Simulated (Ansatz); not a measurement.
The parent structure is SnS2 in the 2H-MoS2 type structure (space group P6_3/mmc, No. 194; a = 3.589 Å, c = 11.889 Å; a hypothetical phase, not in the database extracts checked; layered, stacked along the Cartesian z axis).

The values are results of PBE-D3(BJ), PAW, 420 eV (Ansatz, a quantum-chemistry and plane-wave program; no spin-orbit coupling), not measurements.

Base values:

* **Density**: 4.58 g/cm³
* **Band gap**: zero
* **Gap character**: absent

Modification: a negative pressure, −1 GPa.

Q: What does the calculation give for the density after the change?

A: The density drops by 0.21 g/cm³ to 4.37 g/cm³.

Q: Predict the new band gap.

A: The band gap changes from zero to 0.14 eV.

Q: How does this affect the gap character?

A: The gap character goes from absent to indirect, k = (0.200, 0.200, 0) in the run's primitive reciprocal basis → M.

Load acts through the strain it causes; cell and atoms are relaxed under it. Stability against distortions was not tested. All final runs are without spin polarisation. The zero or small gap of SnS2 can change with the level of theory.
